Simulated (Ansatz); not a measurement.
Abridged Ansatz (a quantum-chemistry and plane-wave program) output:

```
Relaxation: its limit of steps is 50 (relax.max_steps)
Pseudopotential: Al, paw, valence charge 3
Pseudopotential: O, paw, valence charge 6
Crystal: 10 atoms, lattice volume = 87.777 Å³
Basis set: ecut = 500 eV, 2233 PW (Γ), exchange–correlation on 160×160×160 points (64 copies of the dense FFT grid, shifted against one another)
Bands: 34, of which v1, the nominal top of the filled ones, is band 24 counted from 1 (23 counted from 0)
Symmetry: 2 space group operations
k-points: 260 of 512
Functional: x = r2scan, c = r2scan; τ floored in thin density (d = 2e-4 eV/Å³)
SCF iter   1: F=—  HF=-5589.913935 eV  |F-HF|=—  |Δ(HF+E_count)|=         —  Δρ=8.27e-3  dr2=5.87e-2  dr2_τ=5.77e-1  ethr=1.77e-3  ⟨swp⟩=8.2  Hψ=49775  notcnv=0  defer=196
SCF iter   2: F=—  HF=-5590.412201 eV  |F-HF|=—  |Δ(HF+E_count)|=   4.98e-1  Δρ=5.81e-3  dr2=2.30e-2  dr2_τ=1.07e-3  ethr=1.22e-4  ⟨swp⟩=3.0  Hψ=20146  notcnv=0  defer=1030
SCF 1 converged in 9 iterations: F = -5590.408553 eV  dr2 = 2.59e-10
relax step   1: F+E_penalty+E_count = -5590.40855265 eV  Δ(F+E_penalty+E_count) = +0.000e0 eV  max|allowed force component| = 2.517e-1 eV/Å  Δτ_max = 0.0000 Å  (9 SCF iters, accepted)
Crystal: 10 atoms, lattice volume = 87.777 Å³
SCF iter   1: F=—  HF=-5590.419645 eV  |F-HF|=—  |Δ(HF+E_count)|=         —  Δρ=1.27e-3  dr2=1.18e-3  dr2_τ=1.81e-2  ethr=2.18e-6  ⟨swp⟩=2.0  Hψ=29358  notcnv=0  defer=1044
SCF iter   2: F=—  HF=-5590.419356 eV  |F-HF|=—  |Δ(HF+E_count)|=   2.90e-4  Δρ=6.91e-4  dr2=3.77e-4  dr2_τ=1.03e-5  ethr=2.18e-6  ⟨swp⟩=2.0  Hψ=13245  notcnv=0  defer=1044
SCF 2 converged in 8 iterations: F = -5590.419275 eV  dr2 = 3.60e-11
relax step   2: F+E_penalty+E_count = -5590.41927534 eV  Δ(F+E_penalty+E_count) = -1.072e-2 eV  max|allowed force component| = 1.340e-1 eV/Å  Δτ_max = 0.0104 Å  (8 SCF iters, accepted)
Crystal: 10 atoms, lattice volume = 87.777 Å³
SCF iter   1: F=—  HF=-5590.421856 eV  |F-HF|=—  |Δ(HF+E_count)|=         —  Δρ=5.54e-4  dr2=2.62e-4  dr2_τ=2.10e-3  ethr=3.92e-6  ⟨swp⟩=2.3  Hψ=20895  notcnv=0  defer=1042
SCF iter   2: F=—  HF=-5590.421871 eV  |F-HF|=—  |Δ(HF+E_count)|=   1.49e-5  Δρ=3.09e-4  dr2=7.78e-5  dr2_τ=3.05e-6  ethr=5.46e-7  ⟨swp⟩=2.9  Hψ=17152  notcnv=0  defer=1042
SCF 3 converged in 7 iterations: F = -5590.421852 eV  dr2 = 5.95e-10
relax step   3: F+E_penalty+E_count = -5590.42185210 eV  Δ(F+E_penalty+E_count) = -2.577e-3 eV  max|allowed force component| = 6.681e-2 eV/Å  Δτ_max = 0.0052 Å  (7 SCF iters, accepted)
Crystal: 10 atoms, lattice volume = 87.777 Å³
[...]
  atom   3  Al     0.00065634    -0.00111632     0.00032453
  atom   4  Al    -0.00106276    -0.00195862     0.00145358
  atom   5  O      0.00120512     0.00017294     0.00086287
  atom   6  O      0.00062188     0.00062309     0.00039077
  atom   7  O     -0.00029951    -0.00097217    -0.00057519
  atom   8  O     -0.00120512    -0.00017294    -0.00086287
  atom   9  O     -0.00062188    -0.00062309    -0.00039077
  atom  10  O      0.00029951     0.00097217     0.00057519
--- Stress (GPa, compression-positive) ---
      -15.105736       3.585508      -0.028315
        3.585476      -9.626775      -2.578928
       -0.028318      -2.578966       0.804734
  P = ⅓ Tr σ = -7.9759 GPa (-79.759 kbar)
--- Relaxed structure (4 steps of the walk, 4 accepted, 0 SCFs on fresh bases) ---
  atoms:
    - { symbol: Al, position: [0.35384580899075924, 0.351056577157638, 0.354135410735635] }
    - { symbol: Al, position: [0.14405295406403987, 0.14911572366223652, 0.14744093754458476] }
    - { symbol: Al, position: [0.646154191009241, 0.6489434228423622, 0.6458645892643652] }
    - { symbol: Al, position: [0.85594704593596, 0.8508842763377634, 0.8525590624554151] }
    - { symbol: O, position: [0.5561495473359782, 0.9460797012730421, 0.24918716891931197] }
    - { symbol: O, position: [0.2513372454040833, 0.5538773156926319, 0.9436088398282791] }
    - { symbol: O, position: [0.9449637027220812, 0.24967125071687424, 0.5552881672630944] }
    - { symbol: O, position: [0.4438504526640217, 0.053920298726957916, 0.750812831080688] }
    - { symbol: O, position: [0.7486627545959166, 0.44612268430736796, 0.05639116017172091] }
    - { symbol: O, position: [0.055036297277918755, 0.7503287492831257, 0.44471183273690545] }
```

**Question.** What was computed, and what are the main results?

**Answer.** Al2O3, 10 atoms in the cell, with Ansatz, r2SCAN, PAW, cutoff 500 eV, scalar-relativistic without spin-orbit coupling. The last SCF converged to F = -5590.423095 eV, or -559.0423 eV per atom, at a pressure of -7.98 GPa. The total energy compares only with runs of the same code, potentials and settings.

The cells carry an imposed strain or load. No phonon test of stability was made. The cell was made from Al2O3 in the corundum structure (space group R-3c, No. 167) by this change: strain tensor (xx, yy, zz, yz, xz, xy) = (+3.07, +1.46, −1.18, +0.81, +0.19, −1.22) %.

Keys are those of Ansatz 0.2.
